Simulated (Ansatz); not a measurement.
Base system: HfSi₂ (space group Cmcm, No. 63; a = 3.650 Å, b = 14.350 Å, c = 3.635 Å).

Method: PBEsol/PAW in Ansatz (a quantum-chemistry and plane-wave program), without spin-orbit coupling.

For the base:

The volume per atom is 15.87 Å³.

It is then changed as follows: cell and atoms relaxed at a pressure of 100 GPa.

Q: Predict the new volume per atom.

A: The volume per atom shrinks by 4.82 Å³, from 15.87 Å³ to 11.05 Å³.

Load acts through the strain it causes; cell and atoms are relaxed under it. Whether these cells are dynamically stable was not tested. No other phases were tried under pressure. The final runs are not spin-polarised.
